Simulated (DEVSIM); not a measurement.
System: Schottky contact on p-type Si, at 300 K.

```tsv
layer (left to right)	material	thickness (μm)	Na (cm⁻³)	τn (s)	τp (s)
1	Si	0.500	1.7e17	0.00018	0.00018
```

Left contact: Schottky, work function 4.484 eV, emission velocity 2.8e6 cm/s. Right contact: ohmic. Voltage is applied to the left contact. Recombination: SRH at mid-gap, radiative. Mobility is constant in doping.

This is a model device: material constants are rounded textbook-type values typed into the input, and sizes, dopings and lifetimes were drawn at random. Values at 300 K.

```csv
parameter,Si
gap (eV),1.124
affinity (eV),4.05
permittivity,11.7
Nc (cm⁻³),2.86e19
Nv (cm⁻³),3.1e19
μn (cm²/Vs),1417
μp (cm²/Vs),470
B (cm³/s),4.7e-15
```

DEVSIM, 1D drift-diffusion, Boltzmann statistics, complete ionisation; no tunnelling, impact ionisation, image-force lowering or self-heating. Metal contacts follow the ideal Schottky-Mott rule: no Fermi-level pinning, no interface dipoles.

### Question
Give the dark reverse current.

### Answer

```csv
V (V),J (A/cm²)
0.04,2.7e-5
0.10,3.4e-5
0.20,3.5e-5
0.30,3.5e-5
0.40,3.5e-5
0.60,3.5e-5
```
